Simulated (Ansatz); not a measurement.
Electronic density of states of amorphous In24O38Hf, density 6.62 g/cm³, on a 2×2×2 Γ-centred mesh with a Gaussian width of 0.1 eV; energies count from the Fermi level, whose place inside the gap is arbitrary. Cell and mesh are small, so fine structure isn't converged. All values below come from PBE, scalar-relativistic without spin-orbit coupling (plane waves to 420 eV, PAW; Ansatz, a first-principles code). Sampling: a 2×2×2 Γ-centred mesh; Fermi-Dirac width 0.02 eV; no spin polarisation. At PBE the levels at the filled edge of the gap are localised (band-tail or defect states), and the nearest spread-out levels lie 0.7 eV apart at the zone centre.

Preparation: random packing, a CHGNet melt and quench, and a DFT relaxation. O atoms were pushed apart under 1.9 Å during the dynamics, to hinder bonds among them. The hot cell started wider than the set density and was brought back towards it in steps. It is the lowest in DFT energy of 2 quenches. It is a model cell: composition and starting density were chosen by hand, and all elements were melted together. No dispersion term was used. Its density started from a set value of 6.62 and ended at 6.62 g/cm³. The quench (nominally 220 K/ps over its main leg) was far faster than any real one, so the model tends to hold more defects than a real film. One small periodic cell is one sample of the glass; other quenches scatter about these values. The volume was held where the preparation left it, at a PBE pressure of -0.6 GPa (tension). Stress components on the final sampling reach 1.3 GPa.

(E - EF (eV), states/(eV atom)): (-12.00, 0.78); (-11.90, 0.69); (-11.80, 0.45); (-11.70, 0.32); (-11.60, 0.24); (-11.50, 0.09); (-11.40, 0.01); (-11.30, 0.00); (-11.20, 0.00); (-11.10, 0.00); (-11.00, 0.00); (-10.90, 0.00); (-10.80, 0.01); (-10.70, 0.27); (-10.60, 1.04); (-10.50, 0.78); (-10.40, 0.11); (-10.30, 0.00); (-10.20, 0.00); (-10.10, 0.00); (-10.00, 0.00); (-9.90, 0.00); (-9.80, 0.00); (-9.70, 0.00); (-9.60, 0.00); (-9.50, 0.00); (-9.40, 0.00); (-9.30, 0.00); (-9.20, 0.00); (-9.10, 0.00); (-9.00, 0.00); (-8.90, 0.00); (-8.80, 0.00); (-8.70, 0.00); (-8.60, 0.00); (-8.50, 0.00); (-8.40, 0.00); (-8.30, 0.00); (-8.20, 0.00); (-8.10, 0.00); (-8.00, 0.00); (-7.90, 0.00); (-7.80, 0.00); (-7.70, 0.00); (-7.60, 0.00); (-7.50, 0.00); (-7.40, 0.00); (-7.30, 0.00); (-7.20, 0.00); (-7.10, 0.00); (-7.00, 0.00); (-6.90, 0.00); (-6.80, 0.00); (-6.70, 0.00); (-6.60, 0.00); (-6.50, 0.00); (-6.40, 0.00); (-6.30, 0.00); (-6.20, 0.00); (-6.10, 0.00); (-6.00, 0.04); (-5.90, 0.17); (-5.80, 0.33); (-5.70, 0.39); (-5.60, 0.40); (-5.50, 0.46); (-5.40, 0.52); (-5.30, 0.50); (-5.20, 0.50); (-5.10, 0.52); (-5.00, 0.44); (-4.90, 0.37); (-4.80, 0.42); (-4.70, 0.43); (-4.60, 0.36); (-4.50, 0.28); (-4.40, 0.28); (-4.30, 0.29); (-4.20, 0.35); (-4.10, 0.44); (-4.00, 0.45); (-3.90, 0.49); (-3.80, 0.55); (-3.70, 0.57); (-3.60, 0.57); (-3.50, 0.58); (-3.40, 0.60); (-3.30, 0.64); (-3.20, 0.65); (-3.10, 0.63); (-3.00, 0.59); (-2.90, 0.67); (-2.80, 0.73); (-2.70, 0.71); (-2.60, 0.68); (-2.50, 0.68); (-2.40, 0.76); (-2.30, 0.84); (-2.20, 0.80); (-2.10, 0.74); (-2.00, 0.74); (-1.90, 0.78); (-1.80, 0.82); (-1.70, 0.80); (-1.60, 0.81); (-1.50, 0.86); (-1.40, 0.92); (-1.30, 1.02); (-1.20, 1.08); (-1.10, 1.13); (-1.00, 1.18); (-0.90, 1.14); (-0.80, 1.06); (-0.70, 1.01); (-0.60, 0.88); (-0.50, 0.68); (-0.40, 0.40); (-0.30, 0.25); (-0.20, 0.17); (-0.10, 0.03); (0.00, 0.00); (0.10, 0.01); (0.20, 0.02); (0.30, 0.01); (0.40, 0.00); (0.50, 0.00); (0.60, 0.00); (0.70, 0.00); (0.80, 0.00); (0.90, 0.00); (1.00, 0.00); (1.10, 0.00); (1.20, 0.00); (1.30, 0.01); (1.40, 0.05); (1.50, 0.09); (1.60, 0.07); (1.70, 0.02); (1.80, 0.00); (1.90, 0.01); (2.00, 0.05); (2.10, 0.06); (2.20, 0.10); (2.30, 0.13); (2.40, 0.12); (2.50, 0.05); (2.60, 0.03); (2.70, 0.06); (2.80, 0.06); (2.90, 0.07); (3.00, 0.05); (3.10, 0.07); (3.20, 0.14); (3.30, 0.19); (3.40, 0.20); (3.50, 0.20); (3.60, 0.17); (3.70, 0.24); (3.80, 0.27); (3.90, 0.25); (4.00, 0.26); (4.10, 0.27); (4.20, 0.31); (4.30, 0.34); (4.40, 0.33); (4.50, 0.36); (4.60, 0.35); (4.70, 0.33); (4.80, 0.36); (4.90, 0.33); (5.00, 0.31); (5.10, 0.32); (5.20, 0.40); (5.30, 0.41); (5.40, 0.35); (5.50, 0.30); (5.60, 0.29); (5.70, 0.29); (5.80, 0.28); (5.90, 0.20); (6.00, 0.19); (6.10, 0.25); (6.20, 0.25); (6.30, 0.26); (6.40, 0.23); (6.50, 0.22); (6.60, 0.25); (6.70, 0.37); (6.80, 0.40); (6.90, 0.34); (7.00, 0.33); (7.10, 0.30); (7.20, 0.25); (7.30, 0.28); (7.40, 0.31)

The level gap on this mesh is 0.42 eV; the broadening fills part of it in the curve.
